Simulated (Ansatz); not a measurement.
Where the default PAW files enter, the runs use the earlier of Ansatz's two default sets.

Inside the gap of an insulator the Bloch states are evanescent, with a wavenumber k + iκ along the transport direction.

Here is the system:

```
O2Si
1.0
    6.93393     0.00000     0.00000
    0.00000     7.06067     0.00000
    0.00000     3.53034     3.53034
Si O
4 8
Direct
  0.50000   0.30134   0.39732
  0.25000   0.19866   0.00000
  0.00000   0.69866   0.60268
  0.75000   0.80134   0.00000
  0.67989   0.10643   0.65496
  0.42989   0.26139   0.13218
  0.17989   0.89357   0.34504
  0.92989   0.73861   0.86782
  0.57011   0.60643   0.13218
  0.82011   0.76139   0.34504
  0.07011   0.39357   0.86782
  0.32011   0.23861   0.65496
```

Space group of this cell: P4_12_12. The cell is taken as given.

Transport runs along the normal of the first two printed cell vectors, the (110) plane of the conventional cell.

No gap correction and no spin-orbit coupling; mid-gap values are interpolated between computed energies.

Estimate the band gap and the smallest decay constant κ at mid-gap that Ansatz (a program for electronic structure) with r2SCAN returns for this system.

Gap 6.34 eV on a 6×8×8 mesh; κ = 0.539 1/Å, at the zone centre.
